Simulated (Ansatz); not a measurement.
A self-consistent single point of RbH (Fm-3m, 2 atoms in the cell) with Ansatz (a program for electronic structure)

Method: LDA (PW92), default PAW files made with PBE (plane waves; Ansatz).

Input as run:

Ansatz 0.2 input:
```yaml
crystal:
  lattice:
    - [0.000000, 2.989060, 2.989060]
    - [2.989060, 0.000000, 2.989060]
    - [2.989060, 2.989060, 0.000000]
  atoms:
    - { symbol: Rb, position: [0.500000, 0.500000, 0.500000] }
    - { symbol: H, position: [0.000000, 0.000000, 0.000000] }
basis:
  ecutwfc: 420.0 eV
kpoints:
  mp_grid:
    grid: [7, 7, 7]
hamiltonian:
  xc: lda
  pseudopotentials:
    kind: paw
scf:
  occupations:
    method: fixed
output:
  forces: true
  eigenvalues: true
  stress: true
```

Log, with long lists cut:

```
WARN ansatz: RAYON_NUM_THREADS=1 ignored (pool sized by the plan → 1); use --threads N
Pseudopotentials: kind: paw
Pseudopotential: Rb, paw, valence charge 9
Pseudopotential: H, paw, valence charge 1
Crystal: 2 atoms, lattice volume = 53.411 Å³
Basis set: ecut = 420 eV, 1037 PW (Γ)
Bands: 9, of which v1, the nominal top of the filled ones, is band 5 counted from 1 (4 counted from 0)
Symmetry: 48 space group operations
Space group: Fm-3m (ITA 225), of the structure as read, at distance tolerance 3.8e-5 Å
k-points: 20 of 343
PAW frozen core: Rb, regenerated for the run's functional, and the local potential with it
Initial density: superposition of atomic densities (neutral atoms: chi_scale 0, normalization atom), corrected by the library's trained network
Initial wavefunctions: pseudopotential atomic-orbital guess
Eigensolver: davidson
Functional: x = slater, c = lda
SCF iter   1: F=—  HF=-3186.779544 eV  |F-HF|=—  |Δ(HF+E_count)|=         —  Δρ=8.94e-3  dr2=4.30e-2  ethr=1.77e-3  ⟨swp⟩=5.5  Hψ=1190  notcnv=0  defer=34
all-band conjugate gradients solve this SCF's bands
preconditioner: auto → none
SCF iter   2: F=—  HF=-3186.765298 eV  |F-HF|=—  |Δ(HF+E_count)|=   1.42e-2  Δρ=1.92e-3  dr2=1.34e-3  ethr=4.30e-4  ⟨swp⟩=1.5  Hψ=351  notcnv=0  defer=35
SCF iter   3: F=—  HF=-3186.764990 eV  |F-HF|=—  |Δ(HF+E_count)|=   3.08e-4  Δρ=5.82e-4  dr2=8.68e-5  ethr=1.34e-5  ⟨swp⟩=2.0  Hψ=239  notcnv=0  defer=37
SCF iter   4: F=—  HF=-3186.764980 eV  |F-HF|=—  |Δ(HF+E_count)|=   9.89e-6  Δρ=4.88e-5  dr2=4.73e-7  ethr=8.68e-7  ⟨swp⟩=2.0  Hψ=273  notcnv=0  defer=34
iter 5 did not close the SCF: its close was put off for the readings that it lacked (scf_convergence_deferred on its scf_iter line)
SCF iter   5: F=-3186.764980 eV  HF=-3186.764980 eV  |F-HF|=2.02e-9  |Δ(HF+E_count)|=   5.80e-8  Δρ=5.85e-6  dr2=4.59e-9  ethr=4.73e-9  ⟨swp⟩=1.9  Hψ=246  notcnv=0  defer=34
SCF iter   6: F=-3186.764980 eV  HF=-3186.764980 eV  |F-HF|=5.46e-11  |Δ(HF+E_count)|=   1.77e-9  Δρ=4.45e-7  dr2=8.55e-11  ethr=4.59e-11  ⟨swp⟩=6.2  Hψ=1039  notcnv=0
SCF 1 converged in 6 iterations: F = -3186.764980 eV  dr2 = 8.55e-11
SCF converged after 6 iterations
Free energy (F): -3186.764980 eV
Harris-Foulkes:  -3186.764980 eV  (|F-HF|=5.46e-11)
Internal energy: -3186.764980 eV  (E = F + TS)
E sigma→0 (E₀):  -3186.764980 eV
Fermi energy:    2.023028 eV
--- Per-component energies (eV) ---
  E_band       = -93.278737
  E_kinetic    = 205.071958
  E_local      = -576.607010  (includes V_loc(G=0)·N_el)
  E_nonlocal   = 178.683446
  E_hartree    = 143.582987
  E_xc         = -137.392238
  E_vxc        = -147.248678  (∫ρ·V_xc dr)
  E_paw        = -2523.960073  (= ΣΔE_a)
  E_vpaw       = -40.343261  (= ΣTr[D̂ρ^β])
  E_aug_tail   = -0.001013  (compensation charges beyond the density's cutoff)
  E_ewald      = -476.414296
  E_core_change = 0.271259  (= ΣΔE_core)
  E_smearing   = -0.000000  (= −TS)
  E_closure    = 0.000000  (closes the sum)
  Σ components = -3186.764980   (vs F -3186.764980, Δ=0.00e0)
--- Forces (eV/Å), atoms counted from 1 ---
  atom   1  Rb    -0.00000000     0.00000000    -0.00000000
  atom   2  H     -0.00000000     0.00000000    -0.00000000
  max |Σ_I F_I| component: 1.19e-30 eV/Å
--- Stress (GPa, compression-positive) ---
       -1.194491      -0.000000      -0.000000
       -0.000000      -1.194491      -0.000000
       -0.000000      -0.000000      -1.194491
  P = ⅓ Tr σ = -1.1945 GPa (-11.945 kbar)
  The stress holds the Pulay correction. Without it, at fixed plane waves, as pw.x and ABINIT print it: P = -1.2236 GPa
--- Band table (eV; the first three rows and the last of 20) ---
  k-point 0: bands = ["-23.9810", "-7.8491", "-7.8491", "-7.8491", "0.0743", "8.7557", "8.7557", "8.7557", "8.8195"]
  k-point 1: bands = ["-23.9727", "-7.9659", "-7.8611", "-7.8611", "0.3872", "7.7210", "8.7740", "8.8712", "8.8712"]
  k-point 2: bands = ["-23.9539", "-8.2110", "-7.8879", "-7.8879", "1.1656", "6.0847", "8.6074", "8.6074", "9.0271"]
  k-point 19: bands = ["-23.9233", "-8.2105", "-8.1900", "-8.0194", "1.7165", "6.3898", "6.8753", "8.4962", "11.0180"]
```

The run converged in 6 iterations.

The starting cell comes from a database of computed structures (which also holds hypothetical and non-ambient phases and stackings), without a prior relaxation at this level. Its lattice was rescaled by up to half a per cent. Ansatz's pressure includes its estimate of the finite-basis (Pulay) stress. Another mesh or the band path of this cell gives a smaller gap, so this value is not converged in the mesh.
